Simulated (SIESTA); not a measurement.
SIESTA 5.4.2, DFT, PBE, numerical atomic orbitals DZP, PseudoDojo PBE standard norm-conserving (rewritten from UPF to PSML): fluorite CoSi2, atoms displaced (Co4Si8), 12 atoms. Basis and mesh were picked for this test and aren't claimed converged.

```json
{
 "cell": "7.59, 7.59, 3.79 Å; 60, 60, 60°",
 "distance_to_the_nearest_atom": "2.23 to 2.30 Å",
 "task": "scf",
 "k mesh": "6×6×6",
 "PAO.BasisSize": "DZP",
 "PAO.EnergyShift": "0.01 Ry",
 "MeshCutoff": "300 Ry",
 "ElectronicTemperature": "1000 K",
 "MaxSCFIterations": "200",
 "SCF.Mixer.Method": "Pulay",
 "SCF.Mixer.Weight": "0.1",
 "SCF.Mixer.History": "6",
 "SCF.DM.Tolerance": "0.0001",
 "Diag.ParallelOverK": "true",
 "SolutionMethod": "diagon (default)",
 "Diag.Algorithm": "Divide-and-Conquer (default)",
 "SCF.Mix": "Hamiltonian (default)",
 "SCF.H.Tolerance": "0.001 eV (default)",
 "SCF.Mixer.Variant": "stable (default)",
 "k-points": "132",
 "basis_orbitals": "180",
 "electrons": "100",
 "real_space_mesh": "72×72×36"
}
```

Machine: one whole node, Intel Xeon 6 (Granite Rapids), 96 cores on 1 socket, 2 hardware threads a core, 3 L3 cache groups, 3 NUMA nodes.

Wall times, medians of two to five repeats, each run alone on the node (launch to exit). Unless noted, each process is bound to its own block of adjacent cores. The build: conda-forge: Open MPI, OpenBLAS, ScaLAPACK, ELSI, no OpenMP; another build can shift the numbers. Scratch files lie in a memory file system.

Started as
```bash
OMP_NUM_THREADS=1 mpirun -np 24 siesta input.fdf
```
(24 ranks) it takes 8.9 s and 16 SCF iterations.

**Question.** Estimate the wall time with 3 ranks × 8 threads.

**Answer.** About 35 s (2 runs within 1 %): 3.9× as long. The largest move is in solving for the density matrix (compute_dm): 5.0 s to 17 s. What the program resolved moves too: BlockSize from 7 to 61, ProcessorY from 6 to 3. Change in the result: energy equal as printed, forces (largest component) under 0.001 meV/Å, pressure equal as printed.
